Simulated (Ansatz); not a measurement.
Ansatz (an electronic-structure program), DFT, PBE, plane waves, its default PAW files: bcc W, 2 atoms. Basis and mesh were picked for this test and aren't claimed converged.

cell: 3.17, 3.17, 3.17 Å; 90, 90, 90°
task: single point
k mesh: 16×16×16
hamiltonian.xc: pbe
kind of files: paw
scf.occupations.method: fermi_dirac
scf.occupations.width: 0.1 eV
output.forces: true
memory maximum (--max-ram): 200GiB
accuracy: medium (default)
basis.precision: auto (default)
basis.xc_grid: 2 (default)
scf.mixing.algorithm: auto (default)
scf.mixing.preconditioner: auto (default)
scf.convergence.dr2_threshold: 1e-07 (default)
scf.lower_state_search: light (default)
k-points after symmetry: 165
bands at the start: 18
electrons: 28
plane waves at Γ: 619
cutoff (eV): 420
FFT grid: 24×24×24
symmetry operations: 96

It runs on a single node (Arm Neoverse V2, 96 cores on 1 socket, no SMT, 1 L3 cache group).

Times are wall-clock medians of two to five runs, from launch to exit, with nothing else on the machine. Processes are pinned to neighbouring cores unless said otherwise. The build: release build for Arm (Neoverse V2), one process with threads; another build can shift the numbers. Scratch files lie in a memory file system.

All on 8 threads. Base settings, kept where nothing else is said: scf.eigensolver.kind = auto (default), scf.eigensolver.mixed_precision = false (default), scf.eigensolver.cushion = auto (default), scf.eigensolver.full_accuracy = false (default), scf.algorithm = auto (default) (scf.eigensolver.max_subspace_factor, scf.eigensolver.real_solve not set). The settings tried:
- scf.algorithm = direct_min
- scf.eigensolver.kind = davidson
- scf.eigensolver.mixed_precision = true
- scf.eigensolver.full_accuracy = true
- scf.eigensolver.real_solve = false
- scf.eigensolver.kind = davidson, scf.eigensolver.mixed_precision = true
- scf.eigensolver.kind = davidson, scf.eigensolver.cushion = true
- scf.algorithm = density_mixing
- scf.eigensolver.kind = davidson, scf.eigensolver.max_subspace_factor = 6
- scf.eigensolver.kind = davidson, scf.eigensolver.max_subspace_factor = 2
- the base settings

Problem. Which of them ends in the fewest applications of H to a band, and which in the least time?

Solution. Fewest applications of H to a band, with those close behind: scf.eigensolver.real_solve = false (44426); the base settings (45326); scf.algorithm = density_mixing (45326). Shortest time: the base settings, 0.53 s; level within 8 % or the scatter of repeats: scf.algorithm = density_mixing. All converged. In the base run the program took: scf.mixing.algorithm MSR1, scf.mixing.preconditioner none, scf.eigensolver.kind band_cg, --slots 8, --kpoint-pools 1.

```json
[
 {"setting": "the base settings", "applications of H to a band": "45326", "SCF iterations": "6", "wall time": "0.53 s"},
 {"setting": "scf.algorithm = density_mixing", "applications of H to a band": "45326", "SCF iterations": "6", "wall time": "0.53 s"},
 {"setting": "scf.eigensolver.kind = davidson", "applications of H to a band": "58745", "SCF iterations": "6", "wall time": "0.59 s"},
 {"setting": "scf.eigensolver.kind = davidson, scf.eigensolver.max_subspace_factor = 6", "applications of H to a band": "58745", "SCF iterations": "6", "wall time": "0.59 s"},
 {"setting": "scf.eigensolver.kind = davidson, scf.eigensolver.max_subspace_factor = 2", "applications of H to a band": "59973", "SCF iterations": "6", "wall time": "0.60 s"},
 {"setting": "scf.eigensolver.kind = davidson, scf.eigensolver.cushion = true", "applications of H to a band": "63395", "SCF iterations": "6", "wall time": "0.62 s"},
 {"setting": "scf.eigensolver.full_accuracy = true", "applications of H to a band": "80549", "SCF iterations": "6", "wall time": "0.71 s"},
 {"setting": "scf.eigensolver.real_solve = false", "applications of H to a band": "44426", "SCF iterations": "6", "wall time": "0.83 s"},
 {"setting": "scf.eigensolver.kind = davidson, scf.eigensolver.mixed_precision = true", "applications of H to a band": "64497", "SCF iterations": "6", "wall time": "1.1 s"},
 {"setting": "scf.eigensolver.mixed_precision = true", "applications of H to a band": "64497", "SCF iterations": "6", "wall time": "1.1 s"},
 {"setting": "scf.algorithm = direct_min", "applications of H to a band": "102504", "SCF iterations": "4", "wall time": "1.4 s"}
]
```

Keys are those of Ansatz 0.2.
